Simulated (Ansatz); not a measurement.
Effect of isotropic strain +2.00 % on Mo

Base system: Mo in the bcc (W type) structure (space group Im-3m, No. 229; a = 3.112 Å; relaxed with 0.1 eV smearing).

Modification: the cell is scaled by 1.0200 in all directions, atoms relaxed at fixed cell.

Computed with Ansatz (a first-principles code), LDA, PAW, cutoff 420 eV, no SOC. k-mesh 30×30×30 (Γ-centred); smearing 0.1 eV (Fermi–Dirac).

| quantity | base | changed | shift |
|---|---|---|---|
| volume per atom | 15.06 Å³ | 15.98 Å³ | +0.92 Å³ |
| space group | Im-3m (No. 229) | Im-3m (No. 229) | – |
| energy relative to the base (free energy F) | 0 meV/atom | +46 meV/atom | +46 meV/atom |
| pressure | 0.0 GPa | -15.3 GPa | -15.3 GPa |
| band gap | zero | zero | – |

Final structure:

```
Mo
1.0
   -1.58688     1.58688     1.58688
    1.58688    -1.58688     1.58688
    1.58688     1.58688    -1.58688
Mo
1
Direct
  0.00000   0.00000   0.00000
```

Cost of the whole job for the changed cell (relaxation, final SCF and bands): roughly 17 core-seconds.

Whether these cells are dynamically stable was not tested. All final runs are without spin polarisation.
